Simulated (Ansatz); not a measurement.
A computed series for BeCo: thickness series

Consider BeCo in the CsCl type structure (space group Pm-3m, No. 221; a = 2.5659 Å; ferromagnetic). Axes: x, y, z lie along the cube axes.

Free-standing slabs (2 atom(s) a layer) normal to [110] with 15 Å of vacuum; in-plane cell held at bulk.

Method: Ansatz (a quantum-chemistry and plane-wave program), PBEsol, PAW, cutoff 420 eV, spin-orbit coupling left out.

Notes on the quantities. layer's space group: with vacuum; excess energy per area of both faces: slab less bulk energy over the cell's area: twice a surface energy; uncertain by up to 0.2 J/m².

| case | layer's space group | excess energy per area of both faces | thickness between the outermost nuclei |
|---|---|---|---|
| 1 layer | Pmmm (No. 47) | – | – |
| 2 layers | Pmma (No. 51) | 6.0 J/m² | 2.24 Å |
| 3 layers | Pmmm (No. 47) | 6.2 J/m² | 3.58 Å |
| 4 layers | Pmma (No. 51) | 6.2 J/m² | 5.54 Å |
| 6 layers | Pmma (No. 51) | 6.2 J/m² | 9.13 Å |
| 7 layers | Pmmm (No. 47) | 6.2 J/m² | 10.90 Å |

Other magnetic orders, which the real material may have, were not ruled out. Slab and bulk use different k-meshes, which limits the precision of the excess energy. Stability against distortions was not tested.
